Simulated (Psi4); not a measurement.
Psi4 1.11, unrestricted PBE/def2-svpd: Mo(O)3 anion ([O]=[Mo](=[O])=[O]), charge -1, multiplicity 2, 4 atoms. The geometry is a generated start, not checked to be a minimum at this level.

```
Property                                              Value
--------------------------  -------------------------------
task                                                 energy
method                                                  pbe
basis                                             def2-svpd
memory                                                 3 GB
maxiter                                                 100
keys of the molecule block                      symmetry c1
scf_type                                       df (default)
e_convergence                               1e-06 (default)
d_convergence                               1e-06 (default)
dft_radial_points                              75 (default)
dft_spherical_points                          302 (default)
effective core potentials   those of the basis set, past Kr
basis functions                                         103
grid points                                           87571
```

```xyz
4

Mo     0.2027    -0.1683    -0.2516
O     -1.1489    -1.1017    -0.0297
O     -0.1712     1.3325    -0.8451
O      1.1173    -0.0624     1.1264
```

Charge -1 and multiplicity 2 are set for this test and not shown to be the ground state.

With the defaults (diis_max_vecs = 10, diis = true, scf_initial_accelerator = adiis, damping_percentage = 0, guess = auto, which took SAD, soscf = false) it converges in 12 SCF iterations. One run each on 2 threads, with these changes:
- soscf = true
- guess = core
- guess = modhuckel
- diis_max_vecs = 6
- diis_max_vecs = 3
- diis = false, scf_initial_accelerator = none, damping_percentage = 60
- scf_initial_accelerator = ediis
- guess = sadno
- guess = sap

### Question
Which of these changes keep the SCF from converging, or lead it to another solution?

### Answer
No convergence: diis_max_vecs = 3; diis = false, scf_initial_accelerator = none, damping_percentage = 60 (the run ends without SCF convergence in 100 iterations). The rest reach the solution of the defaults.

```tsv
setting	SCF iterations	JK calls	end
soscf = true	8	29	same solution
the defaults	12	13	same solution
scf_initial_accelerator = ediis	12	13	same solution
guess = modhuckel	13	32	same solution
guess = sadno	13	13	same solution
guess = core	14	14	same solution
guess = sap	15	15	same solution
diis_max_vecs = 6	15	16	same solution
diis_max_vecs = 3	100	101	no convergence
diis = false, scf_initial_accelerator = none, damping_percentage = 60	100	101	no convergence
```

An SOSCF iteration holds several JK calls; a Hückel guess adds calls on atoms. 1 further run of the study ended by our limits or in an error and is left out.
